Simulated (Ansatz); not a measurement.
# MoTe2: pressure series

The reference is MoTe2 in the 2H-MoS2 type structure (space group P6_3/mmc, No. 194; a = 3.4966 Å, c = 13.6958 Å; layered, stacked along the Cartesian z axis).

Cell and atoms are relaxed at each pressure.

Level of theory: PBE-D3(BJ), PAW, 420 eV (Ansatz, a program for electronic structure; no spin-orbit coupling).

Candidates:
(a) pressure 7.5 GPa
(b) pressure −2 GPa
(c) pressure 0.7 GPa
(d) pressure 5 GPa

Before the change:

| Item | Value |
|---|---|
| Band gap | 0.60 eV |

**Question.** Order them by band gap, highest first.

**Answer.** (b) pressure −2 GPa (0.80 eV), (c) pressure 0.7 GPa (0.54 eV), (d) pressure 5 GPa (0.19 eV), (a) pressure 7.5 GPa (zero)

With Te present, leaving out spin-orbit coupling can change the band edges. Load acts through the strain it causes; cell and atoms are relaxed under it. No phonon test of stability was made. Competing high-pressure phases were not computed. The final runs are not spin-polarised. Gaps under 0.05 eV, about the width of the smearing, are given as zero. The program warned that a D3 coordination switch lies within reach, so dispersion energies are less smooth here. A zero or small gap of MoTe2 under pressure 7.5 GPa and MoTe2 under pressure 5 GPa can be the functional's error rather than a property of the material.
